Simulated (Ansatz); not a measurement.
Ansatz (a program for electronic structure) run on K₂Pt (Fm-3m, 3 atoms in the cell): relaxation of cell and atoms.

Method: LDA (PW92), default PAW files made with PBE (plane waves; Ansatz).

The change in words: atoms on their sites; relax: default → cell and atoms. Reference geometry:
```yaml
crystal:
  lattice:
    - [0.00000, 3.77012, 3.77012]
    - [3.77012, 0.00000, 3.77012]
    - [3.77012, 3.77012, 0.00000]
  atoms:
    - { symbol: K, position: [0.75000, 0.75000, 0.75000] }
    - { symbol: K, position: [0.25000, 0.25000, 0.25000] }
    - { symbol: Pt, position: [0.00663, 0.00663, 0.99337] }
```

Reference input (self-consistent single point, DFT, LDA (PW92), plane waves, default PAW files made with PBE): basis.ecutwfc = 420 eV; kpoints.mp_grid.grid = 6 6 6; hamiltonian.xc = lda; hamiltonian.pseudopotentials = {kind: paw} (the program's default PAW files); scf.occupations.method = fermi_dirac; scf.occupations.width = 0.05 eV. This run's input differs from it in these lines:

Ansatz 0.2 input:
```diff
@@ -9,3 +9,3 @@
     - { symbol: K, position_ang: [1.885061, 1.885061, 1.885061] }
-    - { symbol: Pt, position_ang: [0.000000, 0.000000, 0.049999] }
+    - { symbol: Pt, position_ang: [0.000000, 0.000000, 0.000000] }
 basis:
@@ -23,2 +23,4 @@
     width: 0.05 eV
+relax:
+  cell: {}
 output:
```

Output (repeated stretches shortened):

```
   [... SCF lines of the steps left out ...]
relax step   1: F+E_penalty+E_count = -15237.10974093 eV  Δ(F+E_penalty+E_count) = +0.000e0 eV  max|allowed force component| = 1.002e-17 eV/Å  Δτ_max = 0.0000 Å  P = -1.765 GPa  Ω = 107.176 Å³  (7 SCF iters, dr2 threshold 1.00e-7 eV, accepted)
relax step   2: F+E_penalty+E_count = -15237.15814523 eV  Δ(F+E_penalty+E_count) = -4.840e-2 eV  max|allowed force component| = 2.776e-17 eV/Å  Δτ_max = 0.0000 Å  P = -1.012 GPa  Ω = 101.693 Å³  energy of the carried Pulay correction = +2.226e-4 eV  [...]
   [... lines left out ...]
relax step   4: F+E_penalty+E_count = -15237.17632828 eV  Δ(F+E_penalty+E_count) = -8.255e-4 eV  max|allowed force component| = 7.093e-17 eV/Å  Δτ_max = 0.0000 Å  P = +0.002 GPa  Ω = 96.274 Å³  energy of the carried Pulay correction = +4.545e-4 eV  [...]
relax step   5: F+E_penalty+E_count = -15237.17581174 eV  Δ(F+E_penalty+E_count) = +5.165e-4 eV  max|allowed force component| = 6.014e-17 eV/Å  Δτ_max = 0.0000 Å  P = +0.003 GPa  Ω = 96.274 Å³  stress off target by 3.49e-3 GPa  SCF on the basis [...]
basis re-selected at this cell: Δ(F+E_penalty+E_count) = +5.165e-4 eV, ΔP = +0.001 GPa vs the last step
the relaxation is at rest under the 48 symmetry operations that the run kept from its start: a minimum is not shown …
Stability not checked: this state was not tested for a lower state beside it, because too few of the mixer's solves of this state at the end of the SCF gave a …
Free energy (F): -15237.175812 eV
Internal energy: -15237.175812 eV  (E = F + TS)
   [... lines left out ...]
Fermi energy:    5.979119 eV
  cell:  # Å, volume = 96.2744 Å³
   [... lines left out ...]
    - [3.6377000031990723, 8.826338757941394e-34, 3.6377000031990723]
    - [3.6377000031990723, 3.6377000031990723, 2.9159062610124915e-35]
  atoms:
    - { symbol: K, position: [0.7500000000000001, 0.7500000000000001, 0.7500000000000001] }
    - { symbol: K, position: [0.25, 0.25, 0.25] }
    - { symbol: Pt, position: [9.637117357385802e-19, 9.637315880732815e-19, 9.63738205518182e-19] }
```

The run converged. 

Summary of the result:
- Free energy E − TS (on the zero of these files) = -15237.1758 eV
- Gap on the k-point mesh = 1.53 eV
- Pressure = 0.00 GPa
- Final cell = a = 5.1445 Å, b = 5.1445 Å, c = 5.1445 Å, α = 60.00°, β = 60.00°, γ = 60.00°
- Final volume per atom = 32.09 Å³
- Relaxation steps = 5

The starting cell comes from a database of computed structures (which also holds hypothetical and non-ambient phases and stackings), without a prior relaxation at this level. Its lattice was rescaled by up to half a per cent. Spin-orbit coupling is off. The relaxation keeps the symmetry of its start, so its end need not be a minimum. Ansatz's pressure includes its estimate of the finite-basis (Pulay) stress.
